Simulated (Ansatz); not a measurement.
Base system: Sn in the diamond structure (space group Fd-3m, No. 227; a = 6.5688 Å). Axes: x, y, z lie along the cube axes.

Level of theory: DFT with r2SCAN, PAW potentials and a 500 eV plane-wave cutoff in Ansatz (an electronic-structure program), no SOC, earlier PAW set.

Strains are applied to the cell and any free atomic positions relax; under biaxial strain the out-of-plane vector relaxes too.

One change was made to it. Results:

```csv
quantity,base,after
"pressure (mean of the normal stresses, compression positive)",0.0 GPa,-0.5 GPa
volume per atom,35.43 Å³,35.86 Å³
energy relative to the base (free energy F),0 meV/atom,+2.0 meV/atom
```

Q: Which change produced these results?
(A) biaxial strain +1.17 %, plane normal [001], relaxed out of plane
(B) strain tensor (xx, yy, zz, yz, xz, xy) = (+2.13, −0.65, −0.96, +1.63, −0.05, +0.73) %
(C) biaxial strain +1.39 %, plane normal [111], relaxed out of plane

A: A, biaxial strain +1.17 %, plane normal [001], relaxed out of plane. For comparison, the energy relative to the base in the other runs: strain tensor (xx, yy, zz, yz, xz, xy) = (+2.13, −0.65, −0.96, +1.63, −0.05, +0.73) % gives +6.7 meV/atom; biaxial strain +1.39 %, plane normal [111], relaxed out of plane gives +3.9 meV/atom.

Stability against distortions was not tested.
